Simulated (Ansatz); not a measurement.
Here is the system:

```yaml
crystal:
  lattice:
    - [3.22126, 0.00000, 0.00000]
    - [1.61063, 2.78970, 0.00000]
    - [0.00000, 0.00000, 4.93624]
  atoms:
    - { symbol: Hf, position: [0.66667, 0.66667, 0.75000] }
    - { symbol: Hf, position: [0.33333, 0.33333, 0.25000] }
```

No spin polarisation.

Calculations: plane-wave PAW DFT at the PBEsol level (Ansatz, an electronic-structure program, 420 eV), no SOC. k-mesh 21×21×12 (Γ-centred); smearing 0.1 eV (Fermi–Dirac).

Predict the band gap and in-plane stress.

The band gap comes out as zero and the mean in-plane stress (compression positive) is -4.0 GPa.

The cells carry an imposed strain or load. No phonon test of stability was made. The final runs are not spin-polarised. The cell was made from Hf in the hcp (Mg type) structure (space group P6_3/mmc, No. 194) by this change: biaxial strain +2.00 %, plane normal [001], relaxed out of plane.
